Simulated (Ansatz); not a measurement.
Functionals compared on a constructed model of the (0001) surface of wurtzite GaN, Ga-terminated, 2x2 Ga adatom at H3 (bottom of the slab: 3 H on 4 bottom sites), in Ansatz (plane waves, PAW). The structure was relaxed with PBE; the other rows are single points on it. Cutoff 420 eV (500 eV for r2SCAN).

Model: 44-atom slab, 13.9 Å thick at the start with caps and adatoms (thin: gaps and levels are the slab's own), 4x4x1 mesh, Fermi-Dirac 0.025 eV, dipole correction, 8 atoms held, the rest relaxed; start symmetry kept, larger cells not searched; no spin, no spin-orbit, no U. In PBE it lies 0.05 eV a 1x1 cell over the lowest computed structure of the same composition (2x2 Ga adatom at T4). These notes are the PBE run's.

| functional | gap of the slab on its k-mesh (eV) | highest filled level below the top vacuum level (eV) | rough cost of the single point |
|---|---|---|---|
| PBE | 0.27 | 4.34 | – |
| r2SCAN | [?] | [?] | about 2.8 core-minutes (a rough figure) |

Problem. What belongs in the gaps?

Solution. 
- r2SCAN, gap of the slab on its k-mesh (eV): 0.55
- r2SCAN, highest filled level below the top vacuum level (eV): 4.53

Ansatz is an electronic-structure program.
